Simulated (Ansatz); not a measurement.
The (001) surface of zinc-blende InSb, c(4x4): three mixed In-Sb ad-dimers on a full Sb plane (bottom of the slab: anion dimers, one H a dimer)

All values below come from PBE (plane waves to 420 eV, PAW; Ansatz, a quantum-chemistry and plane-wave program).

Model: 82-atom slab, 16.5 Å thick at the start with caps and adatoms, 2x3x1 mesh, Fermi-Dirac 0.025 eV, dipole correction, 16 atoms held, the rest relaxed; no symmetry held; no spin, no spin-orbit, no U. It is one candidate, not shown to be the stable structure of the face.

```
Property                                          Result
-----------------------------------------------  -------
gap of the slab on its k-mesh                    0.44 eV
highest filled level below the top vacuum level  4.49 eV
energy released by relaxation                    4.13 eV
```
